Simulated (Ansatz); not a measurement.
## Element substitutions in C

Consider C in the diamond structure (space group Fd-3m, No. 227).

```yaml
crystal:
  lattice:
    - [0.00000, 1.78014, 1.78014]
    - [1.78014, 0.00000, 1.78014]
    - [1.78014, 1.78014, 0.00000]
  atoms:
    - { symbol: C, position: [0.00000, 0.00000, 0.00000] }
    - { symbol: C, position: [0.25000, 0.25000, 0.25000] }
```

Each row replaces one element on all its sites; cell and atoms are relaxed.

Computed with r2SCAN in Ansatz (plane waves to 500 eV, PAW, spin-orbit coupling left out).

Candidates:
(a) C → Au
(b) C → Be
(c) C → S
(d) C → P

For the base:

| Property | Result |
|---|---|
| Volume per atom | 5.64 Å³ |

**Question.** Order them by volume per atom, lowest first.

**Answer.** (b) C → Be (14.98 Å³), (d) C → P (20.01 Å³), (c) C → S (23.87 Å³), (a) C → Au (28.03 Å³)

Whether these cells are dynamically stable was not tested. As relaxed here, Au, Be, S and P are hypothetical phases, not in the database extracts checked.

Ansatz is a first-principles code.
